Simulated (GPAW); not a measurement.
## Equation of state of cubic perovskite SrTiO3 (space group 221): energy against volume (GPAW, PBE)

```
SrTiO3
1.0
    3.83556     0.00000     0.00000
    0.00000     3.83556     0.00000
    0.00000     0.00000     3.83556
Sr Ti O
1 1 3
Cartesian
  0.00000   0.00000   0.00000
  1.91778   1.91778   1.91778
  1.91778   0.00000   1.91778
  0.00000   1.91778   1.91778
  1.91778   1.91778   0.00000
```

Computed with PBE, GPAW PAW datasets PBE (gpaw-data 1.0.1) (plane waves; GPAW). Settings: mode = pw; ecut = 1040 eV; xc = PBE; kpts = 8 8 8; mesh shift (steps) = 0 0 0; occupations.name = fermi-dirac; occupations.width = 0.01 eV; nbands = -6; convergence.forces = 0.001 eV/Å; convergence.bands = -4; symmetry.symmorphic = false; symmetry.tolerance = 0.0005; maxiter = 120. The cell above is the first row's. The rows scale it uniformly. In all rows fractional positions and the k mesh are held. E is the free energy at the stated smearing, counted from the lowest row.

```csv
V (Å^3/atom),E (meV/atom)
11.285,?
11.531,26.57
11.776,11.45
12.021,2.82
12.267,0.00
12.512,2.40
12.757,9.48
13.003,20.76
13.248,35.82
```

Fit E of the 8 rows that show it with the third-order Birch-Murnaghan form, a cubic in V^(-2/3). With u = V^(-2/3) - 0.187, the rows have u = 0.008924, 0.006197, 0.003563, 0.001007, -0.001455, -0.003838, -0.006156, -0.008392. Least squares gives E = 0.374 - 791.01·u + 413098·u² + 497572·u³. Residuals (row less fit): 0.003, -0.005, -0.002, 0.003, 0.002, 0.013, -0.022, 0.009; standard error 0.014 (degrees of freedom: 4). Its minimum lies at u = 0.000956, so V0 = (0.187956)^(-3/2) = 12.27. There d²E/du² = 829000 and d³E/du³ = 2985000, so B0 = (4/9) × 12.27^(-7/3) × 829000 × 0.160218 = 170 GPa (the last factor turns the table's units into GPa), and B0' = 4 + (2/3) × 0.187956 × (2985000)/829000 = 4.5. The program's pressures in the fitted runs (not shown) pass through zero at V = 12.27, 0.01 % from this V0.

Task: What does the fit predict for E at V = 11.285, and how far is the calculated value from it?

Result: u = 0.011762, so E = 0.374 - 791.01 × 0.011762 + 413098 × 0.011762² + 497572 × 0.011762³ = 49.030 meV/atom. The calculation gives 48.90 meV/atom, 0.130 meV/atom below the prediction (0.3 % of the range of E in the table). The row lies outside the fitted rows, so this is an extrapolation. From the scatter of the fitted rows alone, a prediction at this place has a standard error of 0.042 meV/atom, so the miss is 3.1 times that.

Carrying the step between the two nearest rows on in a straight line would have given 41.75, off by 7.15; series whose last step already gives the withheld value aren't shown. The scan was laid around a cell of about the measured size, scaled by a guess for this functional. This is the room-temperature phase, which distorts on cooling and is held here by symmetry. The runs keep the symmetry of the cell, so they don't test it for distortions. Cutoffs and mesh are single choices, not tested for convergence of this quantity. Series with a scatter that would blur these digits, or in which a gap closes, are not shown. Nor are scans whose minimum lies at an end fitted in this form.

Terms beyond the fitted order, or numerical noise in single rows, can give a miss of this size; the table doesn't tell which.
